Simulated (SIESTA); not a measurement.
**Worked example: self-consistent single point of Ag (Fm-3m, 1 atom in the cell) in SIESTA**

Method: GGA PBE, numerical atomic orbitals TZP, PseudoDojo PBE standard norm-conserving potentials (rewritten from UPF to PSML) (SIESTA).

Input as run:

```
# files in the folder: Ag.psml (PseudoDojo PBE standard)
SystemName  Ag
SystemLabel Ag

NumberOfAtoms                1
NumberOfSpecies              1
%block ChemicalSpeciesLabel
  1 47 Ag
%endblock ChemicalSpeciesLabel
LatticeConstant              1.0 Bohr
%block LatticeVectors
     0.000000000    3.894345708    3.894345708
     3.894345708    0.000000000    3.894345708
     3.894345708    3.894345708    0.000000000
%endblock LatticeVectors
AtomicCoordinatesFormat      ScaledCartesian
%block AtomicCoordinatesAndAtomicSpecies
     0.000000000    0.000000000    0.000000000  1
%endblock AtomicCoordinatesAndAtomicSpecies

XC.functional                GGA
XC.authors                   PBE
PAO.BasisSize                TZP
PAO.EnergyShift              0.01 Ry
MeshCutoff                   350 Ry
%block kgrid.MonkhorstPack
    9   0   0  0.0
    0   9   0  0.0
    0   0   9  0.0
%endblock kgrid.MonkhorstPack
OccupationFunction           MP
OccupationMPOrder            0
ElectronicTemperature        3156.43 K

MaxSCFIterations             150
SCF.Mixer.Method             Pulay
SCF.Mixer.Weight             0.2
SCF.Mixer.History            8
SCF.DM.Tolerance             1.0E-05
Diag.ParallelOverK           true
WriteForces                  true
Charge.Mulliken              end
```

The program printed (abridged):

```
reinit: Reading from file input.fdf

reinit: System Name: Ag
reinit: System Label: Ag

coor:   Atomic-coordinates input format  =     Cartesian coordinates
coor:                                          (in units of alat)

siesta: Atomic coordinates (Bohr) and species
siesta:      0.00000   0.00000   0.00000  1        1

siesta: System type = bulk

initatomlists: Number of atoms, orbitals, and projectors:      1    25    18

siesta: ******************** Simulation parameters ****************************
redata: Spin configuration                          = none
redata: Time-Reversal Symmetry                      = T
redata: Number of Atomic Species                    =        1
redata: Mesh Cutoff                                 =   350.0000 Ry
redata: Net charge of the system                    =     0.0000 |e|
redata: Min. number of SCF Iter                     =        0
redata: Max. number of SCF Iter                     =      150
redata: SCF convergence failure will abort job
redata: SCF mix quantity                            = Hamiltonian
redata: Mix DM or H after convergence               =   F
redata: Recompute H after scf cycle                 =   F
redata: Mix DM in first SCF step                    =   T
redata: No kicks to SCF
redata: DM Mixing Weight for Kicks                  =     0.5000
redata: Require Harris convergence for SCF          =   F
redata: Harris energy tolerance for SCF             =     0.000100 eV
redata: Require DM convergence for SCF              =   T
redata: DM tolerance for SCF                        =     0.000010
redata: Require EDM convergence for SCF             =   F
redata: EDM tolerance for SCF                       =     0.001000 eV
redata: Require H convergence for SCF               =   T
redata: Hamiltonian tolerance for SCF               =     0.001000 eV
redata: Require (free) Energy convergence for SCF   =   F
redata: (free) Energy tolerance for SCF             =     0.000100 eV
redata: Using DFT-D3 dispersion                     =   F
redata: Using Saved Data (generic)                  =   F
redata: Method of Calculation                       = Diagonalization
redata: Electronic Temperature                      =  3156.4300 K
redata: Number of TDED substeps                     =        3
redata: Dynamics option                             = Single-point calculation
redata: Save all siesta data in one NC              =   F
redata: ***********************************************************************

%block SCF.Mixers
  Pulay
%endblock SCF.Mixers

%block SCF.Mixer.Pulay
  # Mixing method
  method pulay
  variant stable

  # Mixing options
  weight 0.2000
  weight.linear 0.2000
  history 8
%endblock SCF.Mixer.Pulay

DM_history_depth set to one: no extrapolation allowed by default for geometry relaxation
Size of DM history Fstack: 1
Total number of electrons:    19.000000
Total ionic charge:    19.000000

* ProcessorY, Blocksize:    1  26

* Orbital distribution balance (max,min):    25    25

 Kpoints in:          405 . Kpoints trimmed:          365

siesta: k-grid: Number of k-points = 365
siesta: k-points from Monkhorst-Pack grid
siesta: k-cutoff (effective) =    13.115 Ang
siesta: k-point supercell and displacements
siesta: k-grid:     9     0     0      0.000
siesta: k-grid:     0     9     0      0.000
siesta: k-grid:     0     0     9      0.000

diag: Algorithm                                     = D&C
diag: Parallel over k                               =   F
diag: Use parallel 2D distribution                  =   F
diag: Parallel block-size                           = 26
diag: Parallel distribution                         =     1 x     1
diag: Used triangular part                          = Lower
diag: Absolute tolerance                            =  0.100E-15
diag: Orthogonalization factor                      =  0.100E-05
diag: Memory factor                                 =  1.0000

superc: Internal auxiliary supercell:     7 x     7 x     7  =     343
superc: Number of atoms, orbitals, and projectors:    343   8575   6174

                        Single-point calculation

superc: Internal auxiliary supercell:     7 x     7 x     7  =     343
superc: Number of atoms, orbitals, and projectors:    343   8575   6174

outcell: Unit cell vectors (Ang):
        0.000000    2.060799    2.060799
        2.060799    0.000000    2.060799
        2.060799    2.060799    0.000000

outcell: Cell vector modules (Ang)   :    2.914410    2.914410    2.914410
outcell: Cell angles (23,13,12) (deg):     60.0000     60.0000     60.0000
outcell: Cell volume (Ang**3)        :     17.5040
new_DM -- step:     1
Initializing Density Matrix...

Attempting to read DM from file... Failed...
DM filled with atomic data:

InitMesh: MESH = 30 x 30 x 30 = 27000
InitMesh: Mesh cutoff (required, used) =   350.000   439.273 Ry

stepf: Methfessel-Paxton step function
       Using Hermite-Gauss polynomials of order  0

        iscf     Eharris(eV)        E_KS(eV)     FreeEng(eV)     dDmax    Ef(eV) dHmax(eV)
   scf:    1    -4203.394434    -4212.919089    -4212.931042  2.470556 -0.387032 13.099823
   scf:    2    -4219.018044    -4216.382728    -4216.388999  0.814220 -1.197243  6.003859
   scf:    3    -4217.637205    -4217.242380    -4217.247113  0.486026 -1.693669  0.411959
   scf:    4    -4217.216639    -4217.235914    -4217.240765  0.065150 -1.827911  0.586692
   scf:    5    -4217.248625    -4217.245188    -4217.250113  0.049738 -1.826491  0.015595
   scf:    6    -4217.245169    -4217.245180    -4217.250097  0.000764 -1.822297  0.031926
   scf:    7    -4217.245209    -4217.245203    -4217.250121  0.002477 -1.825675  0.002490
mix: Pulay -- inversion failed, > SVD [rank/size] 3 / 6
   scf:    8    -4217.245203    -4217.245203    -4217.250121  0.000190 -1.825350  0.000301
mix: Pulay -- inversion failed, > SVD [rank/size] 3 / 7
   scf:    9    -4217.245203    -4217.245203    -4217.250121  0.000006 -1.825349  0.000244

SCF Convergence by DM+H criterion
max |DM_out - DM_in|         :     0.0000056870
max |H_out - H_in|      (eV) :     0.0002437676
SCF cycle converged after 9 iterations

Using DM_out to compute the final energy and forces

siesta: E_KS(eV) =            -4217.2452

siesta: E_KS - E_eggbox =     -4217.2452

siesta: Atomic forces (eV/Ang):
     1    0.000000    0.000000    0.000000
   Tot    0.000000    0.000000    0.000000
   Max    0.000000
   Res    0.000000    sqrt( Sum f_i^2 / 3N )
   Max    0.000000    constrained

Stress tensor Voigt[x,y,z,yz,xz,xy] (kbar):       -1.10       -1.10       -1.10       -0.25       -0.25       -0.25
(Free)E + p*V (eV/cell)    -4217.2381
Target enthalpy (eV/cell)    -4217.2501

siesta: Program's energy decomposition (eV):
siesta: Ebs     =      -602.386945
siesta: Eions   =      5529.672110
siesta: Ena     =       514.685491
siesta: Ekin    =      1440.752073
siesta: Enl     =       -52.497635
siesta: Eso     =         0.000000
siesta: Edftu   =         0.000000
siesta: DEna    =        38.262723
siesta: DUscf   =         1.257981
siesta: DUext   =         0.000000
siesta: Ex      =      -595.540396
siesta: Ec      =       -34.493330
siesta: Exc     =      -630.033726
siesta: Eharris =     -4217.245203
siesta: Etot    =     -4217.245203
siesta: FreeEng =     -4217.250121

siesta: Stress tensor (static) (eV/Ang**3):
siesta:    -0.000685   -0.000154   -0.000154
siesta:    -0.000154   -0.000685   -0.000154
siesta:    -0.000154   -0.000154   -0.000685

siesta: Cell volume =         17.503984 Ang**3

siesta: Pressure (static):
siesta:                Solid            Molecule  Units
siesta:           0.00000746          0.00000746  Ry/Bohr**3
siesta:           0.00068511          0.00068511  eV/Ang**3
siesta:           1.09766405          1.09766405  kBar

mulliken: Atomic and Orbital Populations:

Species: Ag
Atom  Qatom  Qorb
               4s      5s      5s      5s      4py     4pz     4px     5py
               5pz     5px     4dxy    4dyz    4dz2    4dxz    4dx2-y2 4dxy
               4dyz    4dz2    4dxz    4dx2-y2 4dxy    4dyz    4dz2    4dxz
               4dx2-y2
   1 19.000   1.993   0.779  -0.591   0.600   2.005   2.005   2.005   0.242
              0.242   0.242   1.624   1.624   1.681   1.624   1.681   0.027

              0.027   0.045   0.027   0.045   0.234   0.234   0.185   0.234

              0.185

mulliken: Qtot =       19.000

Mulliken Atomic Populations:
Atom #   charge [q] valence [e]  Species
     1     0.000000   19.000000  Ag
 Total     0.000000
```

The run converged in 9 iterations.

The starting cell comes from a database of computed structures (which also holds hypothetical and non-ambient phases and stackings), without a prior relaxation at this level. Its lattice was rescaled by a random factor within 2.5 % of one. Values carry the incompleteness of an atom-centred basis.
